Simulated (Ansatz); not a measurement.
# Pt: energy against strain

Pt (fcc, Fm-3m, 14.777 Å³/atom at rest) under an equal strain ε in the (001) plane with the normal axis free, as in a coherent film. LDA in Ansatz, a plane-wave DFT program (PAW, default set), 420 eV, 29×29×29 Γ-centred mesh, Fermi-Dirac smearing 0.10 eV; ions are relaxed within the symmetry of each cell.

Here s stands for strain and y for E less E0.

```csv
strain (%),E less E0 (meV/atom)
-3.00,?
-1.50,5.89
-1.00,2.45
-0.50,0.53
0.00,0.00
0.50,0.70
1.00,2.49
1.50,5.25
```

Fit y of the 7 rows that show it with a parabola. Least squares gives y = -0.004 - 0.1193·s + 2.4767·s². Residuals (row less fit): 0.142, -0.142, -0.145, 0.004, 0.144, 0.137, -0.140; standard error 0.174 (degrees of freedom: 4). Twice the quadratic coefficient over the volume, 2 × 2.4767 meV × 10⁴ × 0.1602 / 14.777 Å³, is twice the biaxial elastic modulus of this plane = 537 ± 16 GPa.

Task: Predict the withheld y at s = -3.00 from the fit, and compare with the calculation.

Result: y = -0.004 - 0.1193 × (-3.0) + 2.4767 × (-3.0)² = 22.644 meV/atom. The calculation gives 26.72 meV/atom, 4.076 meV/atom above the prediction (15.3 % of the range of y in the table). The row lies outside the fitted rows, so this is an extrapolation. From the scatter of the fitted rows alone, a prediction at this place has a standard error of 0.664 meV/atom, so the miss is 6.1 times that.

One order more, fitted to all 13 runs of the series, follows each within 0.01, so the miss is the next term of a smooth law. In a metal these values are sensitive to mesh and smearing; energies are taken to zero smearing, stresses follow the free energy. Rows are the converged runs of the series near zero and its far end; series whose fitted rows scatter by over a few per cent of the range, as at a crossing or softening among them, aren't shown in this form. Most that stay on the fit to the last digits aren't either.
